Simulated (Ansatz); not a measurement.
Where the default PAW files enter, the runs use the earlier of Ansatz's two default sets.

Tunnelling through a barrier is set by its complex band structure: the current falls as exp(−2κd) with the smallest κ.

Data:

```xyz
6
Lattice="3.5282 0.0000 0.0000 0.0000 5.1207 0.0000 0.0000 0.0000 3.5282" Properties=species:S:1:pos:R:3 pbc="T T T"
Zr     0.0000     0.0000     0.0000
Zr     1.7641     2.5603     1.7641
O      1.7641     3.5754     0.0000
O      1.7641     1.0151     0.0000
O      0.0000     4.1056     1.7641
O      0.0000     1.5453     1.7641
```

Space group of this cell: P4_2/nmc. The cell is strained (all lengths scaled by 0.98); by r2SCAN its mean pressure is 16.9 GPa.

Transport runs along the normal of the first two printed cell vectors, the (100) plane of the conventional cell.

The gap is the functional's own, uncorrected, and κ follows it; spin-orbit coupling is left out. Mid-gap values are interpolated between the computed energies.

Predict the band gap and the smallest decay constant κ at mid-gap from r2SCAN (Ansatz, an electronic-structure program).

Gap 4.80 eV on a 8×6×8 mesh; κ = 0.399 1/Å, at the zone centre.
